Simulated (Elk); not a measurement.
A self-consistent single point of CdIn (P-6m2, 2 atoms in the cell) with Elk

Method: PBEsol, all-electron FP-LAPW, Elk's shipped species files, APW+lo basis with extra local orbitals run with Elk.

The input file:

```
tasks
  0

xctype
  22

tforce
  .true.

rgkmax
  7.5

gmaxvr
  18.0

lmaxapw
  10

lmaxo
  8

nxlo
  2

lorbcnd
  .true.

lradstp
  2

nrmtscf
  2.0

lmaxi
  4

stype
  3

swidth
  0.00367493

avec
    6.0822963915   -0.0000003147    0.0000000000
   -3.0411479232    5.2674233457    0.0000000000
    0.0000000000    0.0000000000   11.1798956533

atoms
  2   : nspecies
  'Cd.in'   : spfname
  1   : natoms; atposl, bfcmt below
  0.0000000000  0.0000000000  0.5000000000    0.0 0.0 0.0
  'In.in'   : spfname
  1   : natoms; atposl, bfcmt below
  0.6666666667  0.3333333333  0.0000000000    0.0 0.0 0.0

ngridk
  8 8 4
```

Log, with long lists cut:

```
│ Elk code version 10.2.4 │

All units are atomic (Hartree, Bohr, etc.)

│ Ground-state run starting from atomic densities │

Lattice vectors :
   6.082296391     -0.3147000000E-06   0.000000000
  -3.041147923       5.267423346       0.000000000
   0.000000000       0.000000000       11.17989565

Unit cell volume      :    358.1818217
Brillouin zone volume :   0.6925259698

Muffin-tin inner radius fraction :   0.1000000000E-01

Nuclei treated as point charges

Species :    1 (Cd)
 parameters loaded from : Cd.in
 name : cadmium
 nuclear charge    :   -48.00000000
 electronic charge :    48.00000000
 atomic mass :    204912.7175
 muffin-tin radius :    2.600000000
 number of radial points in muffin-tin :   1199
 atomic positions (lattice), magnetic fields (Cartesian) :
   1 :   0.00000000  0.00000000  0.00000000    0.00000000  0.00000000  0.00000000

Species :    2 (In)
 parameters loaded from : In.in
 name : indium
 nuclear charge    :   -49.00000000
 electronic charge :    49.00000000
 atomic mass :    209300.4100
 muffin-tin radius :    2.600000000
 number of radial points in muffin-tin :   1199
 atomic positions (lattice), magnetic fields (Cartesian) :
   1 :   0.66666667  0.33333333  0.50000000    0.00000000  0.00000000  0.00000000

Total number of atoms per unit cell :    2

Spin treatment :
 spin-unpolarised

Number of Bravais lattice symmetries :   24
Number of crystal symmetries         :   12
Crystal has no inversion symmetry
Complex Hermitian eigensolver will be used

k-point grid :      8     8     4
k-point offset :    0.000000000       0.000000000       0.000000000
k-point set is reduced with full crystal symmetry group
Total number of k-points :       45

Muffin-tin radius times maximum |G+k| :    7.500000000
 using average radius
Maximum |G+k| for APW functions       :    2.884615385
Maximum (1/2)|G+k|²                   :    4.160502959
Maximum |G| for potential and density :    18.00000000
 potential will be trimmed for |G| > 2 gkmax
Constant for pseudocharge density :   12
Radial integration step length :    2

G-vector grid sizes :     35    35    70
Number of G-vectors :    35195

Maximum angular momentum used for
 APW functions                      :   10
 outer part of muffin-tin           :    8
 inner part of muffin-tin           :    4

Total nuclear charge    :   -97.00000000
Total core charge       :    60.00000000
Total valence charge    :    37.00000000
Total excess charge     :    0.000000000
Total electronic charge :    97.00000000

Effective Wigner radius, rₛ :   0.9588435087

Number of empty states         :    8
Total number of valence states :   27
Total number of core states    :   60

Conduction state local-orbitals added automatically
Total number of local-orbitals :  228

Exchange-correlation functional :     22     0     0
 PBEsol, Phys. Rev. Lett. 100, 136406 (2008)
 gradient requirement :    1
 generalised gradient approximation (GGA)

Smearing type :    3
 Fermi-Dirac
Smearing width :   0.3674930000E-02
Effective electronic temperature (K) :    1160.451112

Mixing type :    3
 Broyden mixing, J. Phys. A: Math. Gen. 17, L317 (1984)

Kohn-Sham potential initialised from atomic data

│ Self-consistent loop started │
│ Loop number : 1 │
 total energy                :     -11476.2299279
│ Loop number : 2 │
 total energy                :     -11476.3210630
RMS change in Kohn-Sham potential (target) :   0.6638440948E-01 (  0.1000000000E-05)
Absolute change in total energy (target)   :   0.9113516998E-01 (  0.1000000000E-03)
│ Loop number : 3 │
 total energy                :     -11476.3591225
RMS change in Kohn-Sham potential (target) :   0.6476150675E-01 (  0.1000000000E-05)
Absolute change in total energy (target)   :   0.6084325630E-01 (  0.1000000000E-03)
│ Loop number : 4 │
 total energy                :     -11476.1270913
RMS change in Kohn-Sham potential (target) :   0.5998456143E-01 (  0.1000000000E-05)
Absolute change in total energy (target)   :   0.2168203438     (  0.1000000000E-03)
│ Loop number : 5 │
 total energy                :     -11474.7951416
RMS change in Kohn-Sham potential (target) :   0.2447015579E-01 (  0.1000000000E-05)
Absolute change in total energy (target)   :    1.386154831     (  0.1000000000E-03)
│ Loop number : 6 │
 total energy                :     -11474.2080817
RMS change in Kohn-Sham potential (target) :   0.7116027389E-02 (  0.1000000000E-05)
Absolute change in total energy (target)   :   0.9335985928     (  0.1000000000E-03)
│ Loop number : 7 │
 total energy                :     -11474.0234797
RMS change in Kohn-Sham potential (target) :   0.4293933362E-03 (  0.1000000000E-05)
Absolute change in total energy (target)   :   0.4180016604     (  0.1000000000E-03)
│ Loop number : 8 │
 total energy                :     -11474.0307511
RMS change in Kohn-Sham potential (target) :   0.1282563414E-03 (  0.1000000000E-05)
Absolute change in total energy (target)   :   0.9722899331E-01 (  0.1000000000E-03)
│ Loop number : 9 │
 total energy                :     -11474.0450303
RMS change in Kohn-Sham potential (target) :   0.2169278105E-04 (  0.1000000000E-05)
Absolute change in total energy (target)   :   0.1002805388E-01 (  0.1000000000E-03)
│ Loop number : 10 │
 total energy                :     -11474.0427224
RMS change in Kohn-Sham potential (target) :   0.5334635584E-05 (  0.1000000000E-05)
Absolute change in total energy (target)   :   0.4814890710E-02 (  0.1000000000E-03)
│ Loop number : 11 │
 total energy                :     -11474.0422632
RMS change in Kohn-Sham potential (target) :   0.3066678790E-05 (  0.1000000000E-05)
Absolute change in total energy (target)   :   0.1662913088E-02 (  0.1000000000E-03)
│ Loop number : 12 │
 total energy                :     -11474.0420138
RMS change in Kohn-Sham potential (target) :   0.1512988567E-05 (  0.1000000000E-05)
Absolute change in total energy (target)   :   0.6651759722E-03 (  0.1000000000E-03)
│ Loop number : 13 │
 total energy                :     -11474.0418930
RMS change in Kohn-Sham potential (target) :   0.1299199857E-06 (  0.1000000000E-05)
Absolute change in total energy (target)   :   0.2870970202E-03 (  0.1000000000E-03)
│ Loop number : 14 │
 total energy                :     -11474.0418845
RMS change in Kohn-Sham potential (target) :   0.5705500132E-07 (  0.1000000000E-05)
Absolute change in total energy (target)   :   0.8024940689E-04 (  0.1000000000E-03)
Convergence targets achieved

│ Loop number : 15 │

Energies :
 Fermi                       :     0.187746718681
 sum of eigenvalues          :     -6901.61925217
 electron kinetic            :      12041.2876703
 core electron kinetic       :      11644.6923588
 Coulomb                     :     -23205.8919709
 Coulomb potential           :     -18536.1603558
 nuclear-nuclear             :     -1004.29774131
 electron-nuclear            :     -25867.0281035
 Hartree                     :      3665.43387388
 Madelung                    :     -13937.8117931
 xc potential                :     -406.746566723
 exchange                    :     -303.566207171
 correlation                 :     -5.87025817010
 electron entropic           :    -0.111807887630E-02
 total energy                :     -11474.0418840

Density of states at Fermi energy :    24.84716493
 (states/Hartree/unit cell)

Estimated indirect band gap :   0.5539468539E-02
 from k-point     20 to k-point     45
Estimated direct band gap   :   0.1788080717E-01
 at k-point     45

Charges :
 core                        :    60.00000000
 valence                     :    37.00000000
 interstitial                :    3.177372993
 muffin-tins (core leakage)
  species :    1 (Cd)
   atom    1                 :    46.54145311     (  0.2417203161E-03)
  species :    2 (In)
   atom    1                 :    47.28117390     (  0.1294805797E-03)
 total in muffin-tins        :    93.82262701
 total calculated charge     :    96.99949402
 total charge                :    97.00000000
 error                       :   0.5059766296E-03

│ Self-consistent loop stopped │

Forces :
 species :    1 (Cd)
  atom :    1
   Hellmann-Feynman          :    -0.00000000    0.00000000    0.00000000
   IBS                       :     0.00000000   -0.00000000    0.00000000
   total force               :    -0.00000000   -0.00000000    0.00000000
   total magnitude           :     0.00000000
 species :    2 (In)
  atom :    1
   Hellmann-Feynman          :     0.00000000    0.00000000    0.00000000
   IBS                       :    -0.00000000   -0.00000000    0.00000000
   total force               :     0.00000000    0.00000000    0.00000000
   total magnitude           :     0.00000000
```

The run converged in 15 iterations. The count includes the last loop, which Elk runs after its targets are met.

The starting cell comes from a database of computed structures (which also holds hypothetical and non-ambient phases and stackings), without a prior relaxation at this level. Its lattice was rescaled by a random factor within 2.5 % of one. Values depend on the basis (sphere radii, cutoffs, local orbitals), which need not be converged. The log's line on a gap gives a spacing of levels on this mesh, which the program prints for metals too.
